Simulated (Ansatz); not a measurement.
# What isotropic strain −3.00 % does to InSb

The reference is InSb in the zinc blende structure (space group F-43m, No. 216; a = 6.556 Å).

The change: an isotropic linear strain of −3.00 %; the atoms relax in the strained cell.

Calculations: r2SCAN (Ansatz, an electronic-structure program; PAW; 500 eV plane waves; without spin-orbit coupling). Settings: 12×12×12 k-points, 0.05 eV Fermi–Dirac smearing.

- Volume per atom = 32.15 Å³ (base 35.23 Å³)
- Space group = F-43m (No. 216) (base F-43m (No. 216))
- Shortest interatomic distance = 2.754 Å (base 2.839 Å)
- Energy relative to the base (free energy F) = +43 meV/atom
- Pressure = 4.9 GPa (base 0.0 GPa)
- Band gap = 0.59 eV (base zero)
- Electron mass = 0.034 mₑ (at Γ)
- Hole mass (degenerate bands, along [100]) = 0.033, 0.28, 0.28 mₑ (at Γ)
- Valley order (the lowest conduction-band minima on the path, energy above the VBM, named in the base's zone) = Γ 0.59 eV; L along ⟨111⟩ 0.96 eV; a point along ⟨100⟩, about 0.8 Å⁻¹ from Γ 1.37 eV (base Γ 0.02 eV; L along ⟨111⟩ 0.77 eV; a point along ⟨100⟩, about 0.8 Å⁻¹ from Γ 1.48 eV)

Final structure:

```xyz
2
Lattice="0.0000 3.1797 3.1797 3.1797 0.0000 3.1797 3.1797 3.1797 0.0000" Properties=species:S:1:pos:R:3 pbc="T T T"
In     0.0000     0.0000     0.0000
Sb     1.5899     1.5899     1.5899
```

With Sb present, leaving out spin-orbit coupling can change the band edges. Masses are band curvatures over ±0.01 Å⁻¹ around the edge. No phonon test of stability was made. All final runs are without spin polarisation. Gaps under 0.05 eV, about the width of the smearing, are given as zero. A zero or small gap of InSb can be the functional's error rather than a property of the material.
